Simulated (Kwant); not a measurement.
System: zigzag graphene ribbon with Haldane second-neighbour hopping. 20 zigzag chains, bond 0.142 nm, hopping 2.7 eV, scattering region 12 nm long; sites with one neighbour are removed; energy swept from -0.79 to 0.79 eV from the neutrality point. Second-neighbour term iλ/(3√3) ν with λ = 0.28 eV, a model term that the material doesn't have.

The device is made up for the run: typed textbook-type constants, with dimensions and the other settings drawn at random.

Computed with Kwant: nearest-neighbour tight-binding model of a honeycomb sheet with an imaginary second-neighbour term, one spin, coherent transport at 0 K. Conductance is in e²/h.

### Question
Is the sheet in its topological phase, how wide is its bulk gap, and what conductance is due inside it?

### Answer
At the two valleys the masses are λ ± Δ = 0.280 and 0.280 eV; the bulk gap is 2|λ − Δ| = 0.560 eV. λ > Δ, so the phase is topological, with edge channels that give G = 1. Simulated at 0.105 eV: 1.00 e²/h.
